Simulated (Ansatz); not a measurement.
The parent structure is SiC (space group P6_3mc, No. 186; a = 3.0941 Å, c = 10.1293 Å).

The values are results of Ansatz (a program for electronic structure) PBE, no spin-orbit coupling, not measurements.

Before the change:

The band gap comes out as 2.22 eV. The smallest direct gap is 3.34 eV.

Now apply this change: every lattice vector is stretched by 0.75 %; the atoms relax in the strained cell.

**Question.** How does this affect the energy relative to the base, band gap and smallest direct gap?

**Answer.** The energy grows by 3.5 meV/atom; the band gap is still 2.22 eV; the smallest direct gap decreases by 0.01 eV, from 3.34 eV to 3.33 eV.

Whether these cells are dynamically stable was not tested.
